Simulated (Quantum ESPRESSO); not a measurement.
Quantum ESPRESSO run on HfPd2 (I4mm, 3 atoms in the cell): relaxation of the atoms.

Method: LDA (PZ), GBRV 1.5 ultrasoft (LDA) pseudopotentials (plane waves; Quantum ESPRESSO).

This input was run:

```fortran
&CONTROL
 calculation = 'relax'
 prefix = 'scf'
 outdir = './work'
 pseudo_dir = './'
 forc_conv_thr = 3.9e-05
/
&SYSTEM
 ibrav = 0
 nat = 3
 ntyp = 2
 ecutwfc = 40
 ecutrho = 320
 occupations = 'smearing'
 smearing = 'fd'
 degauss = 0.0073499
/
&ELECTRONS
 conv_thr = 1e-10
/
&IONS
/
ATOMIC_SPECIES
Hf   178.4900  hf_lda_v1.uspp.F.UPF
Pd   106.4200  pd_lda_v1.4.uspp.F.UPF
ATOMIC_POSITIONS {crystal}
Hf    0.0172650000    0.0172650000    0.0000000000
Pd    0.3390300000    0.3390300000    0.0000000000
Pd    0.6609700000    0.6609700000    0.0000000000
K_POINTS {automatic}
6 6 6  0 0 0
CELL_PARAMETERS {angstrom}
  -1.6945310000     1.6945310000     4.3440140000
   1.6945310000    -1.6945310000     4.3440140000
   1.6945310000     1.6945310000    -4.3440140000
```

The program printed (abridged):

```
     Self-consistent Calculation

     iteration #  1     ecut=    40.00 Ry     beta= 0.70

     negative rho (up, down):  2.488E-01 0.000E+00

     total energy              =    -541.61659050 Ry
     estimated scf accuracy    <      22.61451966 Ry

     iteration #  2     ecut=    40.00 Ry     beta= 0.70

     negative rho (up, down):  2.524E-01 0.000E+00

     total energy              =    -554.72039209 Ry
     estimated scf accuracy    <      36.48413946 Ry

     iteration #  3     ecut=    40.00 Ry     beta= 0.70

     negative rho (up, down):  2.588E-01 0.000E+00

     total energy              =    -556.40737747 Ry
     estimated scf accuracy    <       4.95901053 Ry

   [... 10 blocks of this kind left out ...]

     iteration # 14     ecut=    40.00 Ry     beta= 0.70

     negative rho (up, down):  2.656E-01 0.000E+00

     total energy              =    -556.35582627 Ry
     estimated scf accuracy    <          2.7E-10 Ry

     iteration # 15     ecut=    40.00 Ry     beta= 0.70

     negative rho (up, down):  2.656E-01 0.000E+00
     End of self-consistent calculation

     the Fermi energy is    17.5961 ev

!    total energy              =    -556.35582627 Ry
     estimated scf accuracy    <          3.6E-11 Ry
     smearing contrib. (-TS)   =      -0.00329422 Ry
     internal energy E=F+TS    =    -556.35253205 Ry

     convergence has been achieved in  15 iterations

     negative rho (up, down):  2.656E-01 0.000E+00

     Forces acting on atoms (cartesian axes, Ry/au):

     atom    1 type  1   force =     0.00000000    0.00000000   -0.04109081
     atom    2 type  2   force =     0.00000000    0.00000000    0.01906008
     atom    3 type  2   force =     0.00000000    0.00000000    0.02203074

     Total force =     0.050370     Total SCF correction =     0.000025

     BFGS Geometry Optimization
     Energy error            =      2.5E-03 Ry
   [... lines left out ...]
     the Fermi energy is    17.5922 ev
!    total energy              =    -556.36159653 Ry
     Total force =     0.000002     Total SCF correction =     0.000002
     bfgs converged in   8 scf cycles and   7 bfgs steps
   [... lines left out ...]

     End of BFGS Geometry Optimization

     Final energy             =    -556.3615965275 Ry

     File ./work/scf.bfgs deleted, as requested
Begin final coordinates

ATOMIC_POSITIONS (crystal)
Hf               0.0057552518        0.0057552518       -0.0000000000
Pd               0.3449536369        0.3449536369       -0.0000000000
Pd               0.6665561113        0.6665561113       -0.0000000000
End final coordinates

   JOB DONE.
```

The run converged.  The full log also holds: “SCF correction compared to forces is large: reduce conv_thr to get better values”.

Summary of the result:
* **Free energy E − TS**: -7569.6851 eV
* **Fermi level (on the code's own zero)**: 17.59 eV
* **Relaxation steps**: 7

The starting cell comes from a database of computed structures (which also holds hypothetical and non-ambient phases and stackings), without a prior relaxation at this level. Its lattice was rescaled by up to half a per cent. For this run, on top of that: one atom moved by 0.15 angstrom. Spin polarisation is off. The relaxation keeps the symmetry of its start, so its end need not be a minimum.

Cost on one core of a shared machine: roughly 5 min.
